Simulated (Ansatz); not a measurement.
**A computed series for CaO: pressure series**

The parent structure is CaO in the rock salt structure (space group Fm-3m, No. 225).

```
CELL_PARAMETERS angstrom
      0.00000     2.41535     2.41535
      2.41535     0.00000     2.41535
      2.41535     2.41535     0.00000
ATOMIC_POSITIONS crystal
  O  0.00000 0.00000 0.00000
  Ca 0.50000 0.50000 0.50000
```

Cell and atoms are relaxed at each pressure.

The values are results of DFT with PBE, PAW potentials and a 420 eV plane-wave cutoff in Ansatz (a quantum-chemistry and plane-wave program), no spin-orbit coupling, not measurements.

```json
[
 {"P (GPa)": "-2.00", "V (Å³/atom)": "14.374"},
 {"P (GPa)": "-1.00", "V (Å³/atom)": "14.229"},
 {"P (GPa)": "1.80", "V (Å³/atom)": "13.862"},
 {"P (GPa)": "4.19", "V (Å³/atom)": "13.584"},
 {"P (GPa)": "9.00", "V (Å³/atom)": "13.102"},
 {"P (GPa)": "18.00", "V (Å³/atom)": "12.387"},
 {"P (GPa)": "30.00", "V (Å³/atom)": "11.668"},
 {"P (GPa)": "44.99", "V (Å³/atom)": "10.991"},
 {"P (GPa)": "60.00", "V (Å³/atom)": "10.463"}
]
```

### Question
Fit a third-order Birch–Murnaghan equation of state.

### Answer
Least squares on P(V) = (3B₀/2)[(V₀/V)^(7/3) − (V₀/V)^(5/3)]·[1 + (3/4)(B₀′ − 4)((V₀/V)^(2/3) − 1)] gives V₀ = 14.09 Å³/atom, B₀ = 106 GPa and B₀′ = 4.3.

Measured bulk modulus of CaO: 120 GPa (0 K or low temperature; as listed in Wei Chen et al., Physical Review Materials (2018)); the computed value is 12 % below it.

Load acts through the strain it causes; cell and atoms are relaxed under it. Stability against distortions was not tested. No other phases were tried under pressure.
